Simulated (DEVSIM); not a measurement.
System: Ru/SiO2/p-GaAs capacitor, at 300 K.

```csv
layer (left to right),material,thickness (nm),Na (cm⁻³)
1,SiO2,8.30,-
2,GaAs,510,1.6e18
```

Metal gate on the left, work function 4.7 eV. Fixed charge at the semiconductor interface -8.6e10 cm⁻² (in units of +e); interface traps 1.3e12 cm⁻² eV⁻¹, uniform in energy, neutral level at 0.3 of the gap above the valence band.

The device is made up for the run: typed textbook-type constants, with dimensions and the other settings drawn at random. Values at 300 K.

| parameter | SiO2 | GaAs |
|---|---|---|
| gap (eV) | 9 | 1.424 |
| affinity (eV) | 0.9 | 4.07 |
| permittivity | 3.9 | 12.9 |
| Nc (cm⁻³) | - | 4.7e17 |
| Nv (cm⁻³) | - | 9e18 |

Model (solved in DEVSIM): 1D Poisson equation in equilibrium, Boltzmann statistics, complete ionisation; no quantum confinement or tunnelling. Metal contacts follow the ideal Schottky-Mott rule: no Fermi-level pinning, no interface dipoles.

The substrate doping was swept, all else fixed.

```csv
substrate doping (cm^-3),flat-band voltage (V),minimum of the low-frequency capacitance (μF/cm²)
8e16,-0.79,0.172
1.6e17,-0.82,0.182
3.2e17,-0.85,0.196
8e17,-0.88,0.218
1.6e18,-0.91,…
3.2e18,-0.93,0.259
```

Problem. What belongs in the gaps?

Solution. 
- 1.6e18, minimum of the low-frequency capacitance (μF/cm²): 0.238
